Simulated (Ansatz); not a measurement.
This Ansatz (a first-principles code) input is the reference run, ZrO₂ (space group P4_2/nmc, No. 137), computed with Kohn–Sham DFT with the PBE functional, run in Ansatz with PAW and 420 eV plane waves, no SOC, earlier PAW set:

Ansatz 0.2 input:
```yaml
crystal:
  lattice:
    - [3.6208223548, 0, 0]
    - [0, 3.6208223548, 0]
    - [0, 0, 5.2842501438]
  atoms:
    - { symbol: Zr, position: [0, 0, 0] }
    - { symbol: Zr, position: [0.5, 0.5, 0.5] }
    - { symbol: O, position: [0, 0.5, 0.1925108645] }
    - { symbol: O, position: [0, 0.5, 0.6925108645] }
    - { symbol: O, position: [0.5, 0, 0.3074891355] }
    - { symbol: O, position: [0.5, 0, 0.8074891355] }
basis: { ecutwfc: 420, ecutrho_ratio: 4, xc_grid: 2, fft_grid_basis: typed }
kpoints: { mp_grid: { grid: [9, 9, 6] } }
hamiltonian:
  xc: pbe
  dispersion: none
  pseudopotentials: { azcp: { folder: ./paw }, kind: paw }
scf: { occupations: { method: fermi_dirac, width: 0.05 }, convergence: { dr2_threshold: 0.0000000006 } }
output: { forces: true, stress: true }
checkpoint: { write: state.ck, write_every: 1000 }
```

Question: Write the input for this change: hydrostatic tension (pressure −1 GPa).

Answer: 
Ansatz 0.2 input:
```yaml
crystal:
  lattice:
    - [3.6208223548, 0, 0]
    - [0, 3.6208223548, 0]
    - [0, 0, 5.2842501438]
  atoms:
    - { symbol: Zr, position: [0, 0, 0] }
    - { symbol: Zr, position: [0.5, 0.5, 0.5] }
    - { symbol: O, position: [0, 0.5, 0.1925108645] }
    - { symbol: O, position: [0, 0.5, 0.6925108645] }
    - { symbol: O, position: [0.5, 0, 0.3074891355] }
    - { symbol: O, position: [0.5, 0, 0.8074891355] }
basis: { ecutwfc: 420, ecutrho_ratio: 4, xc_grid: 2, fft_grid_basis: typed }
kpoints: { mp_grid: { grid: [9, 9, 6] } }
hamiltonian:
  xc: pbe
  dispersion: none
  pseudopotentials: { azcp: { folder: ./paw }, kind: paw }
scf: { occupations: { method: fermi_dirac, width: 0.05 } }
relax: { f_tol: 0.01, max_steps: 60, cell: { stress_tol: 0.02, p_target: -1.0 } }
output: { forces: true, stress: true }
checkpoint: { write: state.ck, write_every: 1000 }
```
This is the input that was run.

Load acts through the strain it causes; cell and atoms are relaxed under it. No phonon test of stability was made. This is not the structure that ZrO2 has at room temperature and ambient pressure.
